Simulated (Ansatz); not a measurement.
O on the 1x1 (110) surface of bcc Ta, one in a 2x1 cell, energies for each (15.6 Å²). Energies are against ½ O2(g), without zero-point or thermal terms; each row is named by its start.

All values below come from PBE (plane waves to 420 eV, PAW; Ansatz, an electronic-structure program).

Model: 9-atom slab, 6.8 Å thick at the start under the adsorbate (thin: gaps and levels are the slab's own), 5x10x1 mesh, Fermi-Dirac 0.1 eV, dipole correction, 4 atoms held, the rest relaxed; each run with such symmetry as its start has; spin where the adsorbate may keep a moment, no spin-orbit, no U, no dispersion correction.

A negative adsorption energy means that the adsorbate is more stable on the surface than in its reference. Heights count from the host atoms within 0.3 Å of the top one.

```json
[
 {"starting site": "top Ta", "E_ads (eV)": "-2.64", "height (Å)": "1.87", "nearest host atom (Å)": "Ta 1.75", "bonded to": "Ta", "Δ work function (eV)": "2.10", "lateral drift (Å)": "0.0", "moment (μB)": "0.0"},
 {"starting site": "hollow Ta-Ta-Ta", "E_ads (eV)": "-4.82", "height (Å)": "1.11", "nearest host atom (Å)": "Ta 2.03", "bonded to": "3 Ta", "Δ work function (eV)": "-0.02", "lateral drift (Å)": "0.2", "moment (μB)": "–"},
 {"starting site": "bridge Ta-Ta (span 2.9 Å)", "E_ads (eV)": "-4.02", "height (Å)": "1.41", "nearest host atom (Å)": "Ta 1.92", "bonded to": "2 Ta", "Δ work function (eV)": "0.25", "lateral drift (Å)": "0.0", "moment (μB)": "–"},
 {"starting site": "bridge Ta-Ta (span 3.3 Å)", "E_ads (eV)": "-4.49", "height (Å)": "1.11", "nearest host atom (Å)": "Ta 2.03", "bonded to": "4 Ta", "Δ work function (eV)": "0.09", "lateral drift (Å)": "0.0", "moment (μB)": "–"}
]
```
